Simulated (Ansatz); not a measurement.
The starting structures come from a database of crystals and need not be the phases stable at ambient conditions.

By PBEsol, the system below comes out a metal.

```xyz
8
Lattice="4.7646 0.0000 0.0000 0.0000 5.4325 0.0000 0.0000 0.0000 4.3237" Properties=species:S:1:pos:R:3 pbc="T T T"
Cu     3.3304     0.0000     2.1618
Cu     1.4341     2.7163     0.0000
Cu     4.0222     4.0772     0.0000
Cu     4.0222     1.3553     0.0000
Cu     0.7424     4.0716     2.1618
Cu     0.7424     1.3610     2.1618
Sn     3.1390     2.7163     2.1618
Sn     1.6256     0.0000     0.0000
```

Space group of this cell: Pmmn. The cell is taken as given; by PBEsol its mean pressure is -1.7 GPa.

The current flows along the normal of the first two printed cell vectors. No spin-orbit coupling; the value is a mean over 0.1 eV about the Fermi level.

### Question
Predict the ballistic conductance per area from PBEsol run with Ansatz (a quantum-chemistry and plane-wave program).

### Answer
0.76 × 10¹⁵ S/m² for both spins.
